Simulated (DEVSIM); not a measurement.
Device: abrupt Si n-p junction, at 300 K.

Layer 1 from the left is Si, thickness (μm) 1.60, Nd (cm⁻³) 2.1e18, τn (s) 8.2e-7, τp (s) 8.2e-7. Layer 2 from the left is Si, thickness (μm) 60.0, Na (cm⁻³) 8.3e15, τn (s) 8.2e-7, τp (s) 8.2e-7.

Left contact: ohmic. Right contact: ohmic. Voltage is applied to the left contact. Recombination: SRH at mid-gap, Auger. Mobility is μmin + (μ − μmin)/(1 + (N/Nref)^α).

This is a model device: material constants are rounded textbook-type values typed into the input, and sizes, dopings and lifetimes were drawn at random. Values at 300 K.

Si: gap (eV) 1.124, affinity (eV) 4.05, permittivity 11.7, Nc (cm⁻³) 2.86e19, Nv (cm⁻³) 3.1e19, μn (cm²/Vs) 1417, μp (cm²/Vs) 470, μn,min 52, μp,min 45, Nref,n 9.7e16, Nref,p 2.2e17, αn 0.68, αp 0.72, Cn (cm⁶/s) 2.8e-31, Cp (cm⁶/s) 9.9e-32.

Simulated with DEVSIM: 1D drift-diffusion, Boltzmann statistics, complete ionisation; no tunnelling, impact ionisation, image-force lowering or self-heating.

Question: What does the simulation give for the largest field in the device at zero bias, the potential step across the device at zero bias, the dark forward voltage at 1 A/cm², the dark forward voltage at 100 A/cm²?

Answer: largest field in the device at zero bias 87000 V/cm; potential step across the device at zero bias 0.844 V; dark forward voltage at 1 A/cm² 0.646 V; dark forward voltage at 100 A/cm² 0.846 V.
